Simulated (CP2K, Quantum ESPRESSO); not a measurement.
A Quantum ESPRESSO input for a self-consistent single point of GaSb (F-43m, 2 atoms in the cell) (DFT, PBE, plane waves, PSlibrary ultrasoft (PBE) pseudopotentials):

```fortran
&CONTROL
    calculation = 'scf',
    prefix = 'pwscf',
    outdir = './work',
    pseudo_dir = './',
    verbosity = 'high',
    tprnfor = .true.,
    tstress = .true.,
/
&SYSTEM
    ibrav = 0,
    nat = 2,
    ntyp = 2,
    ecutwfc = 70,
    ecutrho = 420,
    occupations = 'smearing',
    smearing = 'gauss',
    degauss = 0.0073499,
/
&ELECTRONS
    conv_thr = 1e-10,
    mixing_beta = 0.3,
/
ATOMIC_SPECIES
Ga    69.7230  Ga.pbe-dn-rrkjus_psl.1.0.0.UPF
Sb   121.7600  Sb.pbe-n-rrkjus_psl.1.0.0.UPF
CELL_PARAMETERS {angstrom}
   0.00000000     3.07910600     3.07910600
   3.07910600     0.00000000     3.07910600
   3.07910600     3.07910600     0.00000000
ATOMIC_POSITIONS {crystal}
Ga    0.00000000    0.00000000    0.00000000
Sb    0.75000000    0.75000000    0.75000000
K_POINTS {automatic}
9 9 9  0 0 0
```

**Question.** Give the CP2K input for the same structure, mesh, smearing and functional.

**Answer.** One input that does it (others would too):

```
&GLOBAL
  PROJECT gasb
  RUN_TYPE ENERGY_FORCE
  PRINT_LEVEL MEDIUM
&END GLOBAL
&FORCE_EVAL
  METHOD Quickstep
  STRESS_TENSOR ANALYTICAL
  &DFT
    BASIS_SET_FILE_NAME BASIS_MOLOPT_UZH
    POTENTIAL_FILE_NAME POTENTIAL_UZH
    &QS
      METHOD GPW
      EPS_DEFAULT 1E-10
    &END QS
    &MGRID
      CUTOFF 600
      REL_CUTOFF 60
      NGRIDS 5
    &END MGRID
    &SCF
      SCF_GUESS ATOMIC
      EPS_SCF 1E-7
      MAX_SCF 100
      ADDED_MOS 4
      &DIAGONALIZATION
        ALGORITHM STANDARD
      &END DIAGONALIZATION
      &MIXING
        METHOD BROYDEN_MIXING
        ALPHA 0.2
        NBUFFER 8
        BETA 1.5
      &END MIXING
      &SMEAR ON
        METHOD GAUSSIAN
        SIGMA [eV] 0.1
      &END SMEAR
    &END SCF
    &KPOINTS
      SCHEME MONKHORST-PACK 9 9 9
    &END KPOINTS
    &XC
      &XC_FUNCTIONAL PBE
      &END XC_FUNCTIONAL
    &END XC
    &PRINT
      &MO
        EIGENVALUES T
        OCCUPATION_NUMBERS T
        NDIGITS 8
        FILENAME mo
        &EACH
          QS_SCF 0
        &END EACH
        ADD_LAST NUMERIC
      &END MO
      &MULLIKEN ON
      &END MULLIKEN
    &END PRINT
  &END DFT
  &SUBSYS
    &CELL
      ABC 4.35451300 4.35451335 4.35451338
      ALPHA_BETA_GAMMA 59.99999252 59.99999527 59.99999510
      PERIODIC XYZ
    &END CELL
    &COORD
      Ga       0.00000000     0.00000000     0.00000000
      Sb       6.53177025     3.77111925     2.66658375
    &END COORD
    &KIND Ga
      BASIS_SET DZVP-MOLOPT-PBE-GTH-q13
      POTENTIAL GTH-PBE-q13
    &END KIND
    &KIND Sb
      BASIS_SET DZVP-MOLOPT-PBE-GTH-q5
      POTENTIAL GTH-PBE-q5
    &END KIND
  &END SUBSYS
  &PRINT
    &FORCES ON
    &END FORCES
    &STRESS_TENSOR ON
    &END STRESS_TENSOR
  &END PRINT
&END FORCE_EVAL
```

Basis, cutoffs, solver keys and any potentials are the target program's own. This input uses DFT PBE, GPW, DZVP-MOLOPT-PBE-GTH basis, GTH-PBE potentials (POTENTIAL_UZH). Both were run: pressure 1.25 GPa in Quantum ESPRESSO and 2.02 in CP2K.

On Quantum ESPRESSO: the starting cell comes from a database of computed structures (which also holds hypothetical and non-ambient phases and stackings), without a prior relaxation at this level. Its lattice was rescaled by a random factor within 2.5 % of one. For this run, on top of that: lattice scaled by 0.98. The run gives no clean gap (levels at the Fermi energy touch, overlap or are partly filled at this smearing), which alone does not show that the compound is a metal.

On CP2K: the starting cell comes from a database of computed structures (which also holds hypothetical and non-ambient phases and stackings), without a prior relaxation at this level. Its lattice was rescaled by a random factor within 2.5 % of one. For this run, on top of that: lattice scaled by 0.98. Values carry the incompleteness of an atom-centred basis. The run gives no clean gap (levels at the Fermi energy touch, overlap or are partly filled at this smearing), which alone does not show that the compound is a metal.
